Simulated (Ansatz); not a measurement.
By LDA, the system below comes out a metal.

Consider the following.

```
CELL_PARAMETERS angstrom
      2.52963     0.00000     0.00000
     -1.26481     2.19072     0.00000
      1.26481     0.73024     2.06543
ATOMIC_POSITIONS crystal
  Cu 0.00000 0.00000 0.00000
```

The cell is taken as given; by LDA it stands under a pressure of -8.4 GPa.

The current flows along the normal of the first two printed cell vectors, the (111) plane of the conventional cell. No spin-orbit coupling; the value is a mean over 0.1 eV about the Fermi level.

Q: Give the ballistic conductance per area that LDA in Ansatz (a first-principles code) yields.

A: 1.1 × 10¹⁵ S/m² for both spins.
